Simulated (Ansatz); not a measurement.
# The (33-61) surface of hcp Be in its 1x1 cell, outermost plane spacing 0.19 Å in the ideal cut

Level of theory: PBE (plane waves to 420 eV, PAW; Ansatz, an electronic-structure program).

Model: 57-atom slab, 10.5 Å thick at the start (thin: gaps and levels are the slab's own), 10x4x1 mesh, Fermi-Dirac 0.1 eV, dipole correction, all atoms relaxed; no symmetry held; no spin, no spin-orbit, no U.

```json
{
 "work_function_of_the_top_face": "4.23 eV",
 "energy_released_by_relaxation": "0.66 eV",
 "cost": "very roughly 20 core-minutes"
}
```
